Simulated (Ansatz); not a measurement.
**BaTiO3: biaxial strain −1.00 %, plane normal [111], relaxed out of plane**

Start from BaTiO3 in the cubic perovskite structure (space group Pm-3m, No. 221; a = 3.9699 Å). Axes: x, y, z lie along the cube axes.

Perturbation: compressive biaxial strain of 1.00 % in the plane normal to [111], as in epitaxy on a mismatched substrate; the out-of-plane cell vector and the atoms relax.

Level of theory: Ansatz (an electronic-structure program), PBEsol, PAW, cutoff 420 eV, no spin-orbit coupling. Settings: 8×8×8 k-points, 0.05 eV Fermi–Dirac smearing.

The volume per atom shrinks by 0.18 Å³ to 12.33 Å³ and the shortest interatomic distance falls by 0.009 Å (1.985 Å → 1.976 Å). The energy rises by 3.1 meV/atom and the band gap is nearly the same (1.82 eV against 1.81 eV). The gap character amounts to indirect, T → Γ and the smallest direct gap shrinks by 0.04 eV (1.89 eV → 1.85 eV). The out-of-plane strain is +0.57 % and the ratio −ε⊥/ε∥ amounts to 0.57.

Cost of the whole job for the changed cell (relaxation, final SCF and bands): very roughly 16 core-seconds.

Whether these cells are dynamically stable was not tested. The final runs are not spin-polarised. Many cubic perovskites are stable only at high temperature; tilts and polar distortions were not tested. This is not the structure that BaTiO3 has at room temperature and ambient pressure. Labels are those of the standard path for the cell's own space group.
